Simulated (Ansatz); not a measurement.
Abridged Ansatz (an electronic-structure program) output:

```
Relaxation: its limit of steps is 50 (relax.max_steps)
Pseudopotential: K, paw, valence charge 9
Crystal: 1 atoms, lattice volume = 69.835 Å³
Basis set: ecut = 420 eV, 1409 PW (Γ), exchange–correlation on 72×72×64 points (8 copies of the dense FFT grid, shifted against one another)
Bands: 9, of which v1, the nominal top of the filled ones, is band 5 counted from 1 (4 counted from 0)
Symmetry: 16 space group operations
k-points: 480 of 5832
Functional: x = pbesol(κ = 0.804, μ = 0.12345679012345678), c = pbesol(β = 0.046)
SCF iter   1: F=—  HF=-1516.040860 eV  |F-HF|=—  |Δ(HF+E_count)|=         —  Δρ=1.26e-3  dr2=6.22e-4  ethr=1.77e-3  ⟨swp⟩=5.1  Hψ=31570  notcnv=0
SCF iter   2: F=—  HF=-1516.040452 eV  |F-HF|=—  |Δ(HF+E_count)|=   4.08e-4  Δρ=5.32e-4  dr2=7.89e-5  ethr=6.91e-6  ⟨swp⟩=2.1  Hψ=9866  notcnv=0
SCF 1 converged in 6 iterations: F = -1516.040449 eV  dr2 = 1.11e-9
relax step   1: F+E_penalty+E_count = -1516.04044911 eV  Δ(F+E_penalty+E_count) = +0.000e0 eV  max|allowed force component| = 0.000e0 eV/Å  Δτ_max = 0.0000 Å  P = +0.067 GPa  Ω = 69.835 Å³  fix = [a, b, gamma]  reactions: a +0.071, b +0.071 GPa  (6 SCF iters, dr2 threshold 1.00e-7 eV, accepted)
[... steps on the carried basis left out ...]
relax step   4: F+E_penalty+E_count = -1516.04064794 eV  Δ(F+E_penalty+E_count) = -4.235e-7 eV  max|allowed force component| = 0.000e0 eV/Å  Δτ_max = 0.0000 Å  P = +0.010 GPa  Ω = 70.893 Å³  energy of the carried Pulay correction = -1.119e-6 eV  fix = [a, b, gamma]  reactions: a +0.015, b +0.015 GPa  (6 SCF iters, accepted)
Crystal: 1 atoms, lattice volume = 70.893 Å³
SCF iter   1: F=—  HF=-1516.040650 eV  |F-HF|=—  |Δ(HF+E_count)|=         —  Δρ=4.35e-6  dr2=4.55e-10  ethr=2.03e-7  ⟨swp⟩=3.3  Hψ=45005  notcnv=0
SCF iter   2: F=—  HF=-1516.040650 eV  |F-HF|=—  |Δ(HF+E_count)|=   1.02e-7  Δρ=2.13e-6  dr2=8.56e-11  ethr=5.06e-12  ⟨swp⟩=2.7  Hψ=7528  notcnv=0
SCF 5 converged in 4 iterations: F = -1516.040650 eV  dr2 = 1.60e-13
SCF converged after 4 iterations
Free energy (F): -1516.040650 eV
Internal energy: -1516.015490 eV  (E = F + TS)
E sigma→0 (E₀):  -1516.028070 eV
Entropy (-TS):   -0.025160 eV (-25.160 meV/atom)
Fermi energy:    1.864348 eV
--- Forces (eV/Å), atoms counted from 1 ---
  atom   1  K      0.00000000     0.00000000     0.00000000
--- Stress (GPa, compression-positive) ---
        0.015336       0.000000       0.000000
        0.000000       0.015336       0.000000
        0.000000       0.000000       0.000292
  P = ⅓ Tr σ = 0.0103 GPa (0.103 kbar)
--- Relaxed structure (4 steps of the walk, 4 accepted, 1 SCFs on fresh bases) ---
  cell:  # Å, volume = 70.8931 Å³
    - [5.1624690298, 0.0, 0.0]
    - [0.0, 5.1624690298, 0.0]
    - [2.5812345149, -2.5812345149, 2.6600467816200046]
  atoms:
    - { symbol: K, position: [0.0, 0.0, 0.0] }
```

What was computed, and what are the main results?

K, 1 atom in the cell, with DFT with PBEsol, PAW potentials and a 420 eV plane-wave cutoff in Ansatz, spin-orbit coupling left out. The last SCF converged to F = -1516.040650 eV, or -1516.0406 eV per atom, at a pressure of 0.01 GPa. The total energy compares only with runs of the same code, potentials and settings.

The cells carry an imposed strain or load. No phonon test of stability was made. The cell was made from K in the bcc (W type) structure (space group Im-3m, No. 229) by this change: biaxial strain −1.00 %, plane normal [001], relaxed out of plane.

Keys are those of Ansatz 0.2.
